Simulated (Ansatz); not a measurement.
The parent structure is BeTe in the zinc blende structure (space group F-43m, No. 216; a = 5.657 Å). Axes: x, y, z lie along the cube axes.

Level of theory: r2SCAN/PAW in Ansatz (a program for electronic structure), no spin-orbit coupling.

Strains are applied to the cell and any free atomic positions relax; under biaxial strain the out-of-plane vector relaxes too.

One change was made to it. Results:

The pressure (mean of the normal stresses, compression positive) decreases by 1.05 GPa, from 0.01 GPa to -1.04 GPa; the valence-band top at Γ (three highest levels, from the VBM) goes from 0.00, 0.00, 0.00 eV to 0.00, -0.14, -0.14 eV; the energy grows by 3.4 meV/atom.

Question: Which change produced these results?
A. biaxial strain +2.50 %, plane normal [001], relaxed out of plane
B. biaxial strain +0.50 %, plane normal [001], relaxed out of plane
C. biaxial strain +1.50 %, plane normal [001], relaxed out of plane

Answer: C, biaxial strain +1.50 %, plane normal [001], relaxed out of plane. For comparison, the valence-band top at Γ in the other runs: biaxial strain +2.50 %, plane normal [001], relaxed out of plane gives 0.00, -0.22, -0.22 eV; biaxial strain +0.50 %, plane normal [001], relaxed out of plane gives 0.00, -0.05, -0.05 eV.

With Te present, leaving out spin-orbit coupling can change the band edges. The levels and masses belong to the bands next to the band gap. No phonon test of stability was made.
